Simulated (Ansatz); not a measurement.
Take MoSi$_{2}$ (space group I4/mmm, No. 139; a = 3.217 Å, c = 7.873 Å) as the base.

Level of theory: Ansatz (a quantum-chemistry and plane-wave program) PBE, no spin-orbit coupling.

Base values:

- Lattice parameter a: 3.217 Å

Modification: a hydrostatic pressure of 7.5 GPa.

Predict the new lattice parameter a.

The lattice parameter a falls by 0.039 Å to 3.178 Å.

Load acts through the strain it causes; cell and atoms are relaxed under it. Whether these cells are dynamically stable was not tested. Competing high-pressure phases were not computed. The final runs are not spin-polarised.
